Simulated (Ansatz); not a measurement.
# By hand: surface energy of the Cu(111) slab with 2 La, the mean of its two faces, with the listed reservoirs for the atoms in excess

We look at the surface energy of the Cu(111) slab with 2 La, the mean of its two faces, with the listed reservoirs for the atoms in excess. Reaction: 2 La (P6₃/mmc) + 28 Cu (fcc) → cell A.

A: a slab of Cu (fcc, Fm-3m) cut along (111), 30 atoms, hexagonal cell of 5.13 Å (22.8 Å²), symmetry P-3m1 within 0.02 Å, 17.1 Å thick under 17 Å of vacuum, in-plane vectors held at the crystal's; planes from bottom to top: La | Cu4 × 7 | La; added, foreign or displaced atoms, above the top plane and below the bottom plane: two times La bound to 3 Cu at 2.76 Å; spin state with PBE: run without spin.

Ansatz (a quantum-chemistry and plane-wave program) with PAW potentials; structures come from PBE relaxations, nuclei static, no net charge. Ansatz runs with its PAW set soft_1. Other levels take these structures. The lattices are those relaxed with PBE, so at other levels the solids can be strained, which adds to the spread. Larger cells are relaxed from a start prepared with the learned potential CHGNet till forces fall under 0.03 eV/Å, which some starts already meet. A dispersion term (D3(BJ), or D4 for r2SCAN) was computed beside these levels and is taken off wherever the name lacks it. Space groups of crystals are read within 0.01 Å. Spin-orbit coupling is left out. Cell A has symmetry P-3m1 within 0.02 Å and got no random move, so less symmetric positions, which may lie lower, weren't tried.

Total energies of the cells in eV, at zero smearing width. They compare only within one column; the weights balance every element.

| cell | atoms | weight | r2SCAN | RPBE |
|---|---|---|---|---|
| A: Cu(111) slab with 2 La | 30 | +1 | -198201.17249 | -198167.80097 |
| La (P6₃/mmc) | 4 | −1/2 | -25059.48582 | -25039.85703 |
| Cu (fcc) | 4 | −7 | -26524.97599 | -26521.49399 |

r2SCAN: (-198201.17249) − 1/2 × (-25059.48582) − 7 × (-26524.97599) = 3.4023 eV; dividing by 2 × 22.810 Å² and converting at 16.022 J/m² per eV/Å² gives 1.19 J/m².

RPBE: (-198167.80097) − 1/2 × (-25039.85703) − 7 × (-26521.49399) = 2.5855 eV; dividing by 2 × 22.810 Å² and converting at 16.022 J/m² per eV/Å² gives 0.91 J/m².
